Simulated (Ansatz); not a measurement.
Ca2BeN2 (model structure, started from the Ca2ZnN2 type, I4/mmm, No. 139, 5 atoms in the cell), treated with PBE0 (PAW; Ansatz, a program for electronic structure).

Settings: plane-wave cutoff 460 eV, 8×8×8 k mesh, Fermi–Dirac smearing 0.01 eV, scalar-relativistic PAW data made under PBE.

The cell is the one relaxed with PBEsol. Conventional cell: a = 3.5161 Å, b = 3.5161 Å, c = 11.4604 Å, α = 90.00°, β = 90.00°, γ = 90.00°.

```
BeCa2N2
1.0
   -1.75803     1.75803     5.73020
    1.75803    -1.75803     5.73020
    1.75803     1.75803    -5.73020
Ca Be N
2 1 2
Cartesian
  0.00000   0.00000   7.51271
  0.00000   0.00000   3.94770
  0.00000   0.00000   0.00000
  0.00000   0.00000   9.92071
  0.00000   0.00000   1.53970
```

Task: List the 17 lowest band energies at Γ above −25 eV (eV, relative to the valence band maximum), grouping those that round alike.

Result: At Γ: -22.13, -21.73, -21.66 (×2), -21.49 (×2), -14.34, -13.95, -3.72, -2.32, -0.97 (×2), -0.08 (×2), 2.70, 4.56, 5.78.

Note: the run warned that its exchange threshold was loose for the stress; the relaxation could raise the start's symmetry but not lower it, so the cell can be a saddle point; cell and atoms aren't relaxed at this level (largest force component 0.44 eV/Å, pressure 1.4 GPa).

A model structure was made by putting elements into a prototype or built by hand; it is no filed structure, need not be a known phase, and can be a saddle point held by its symmetry.
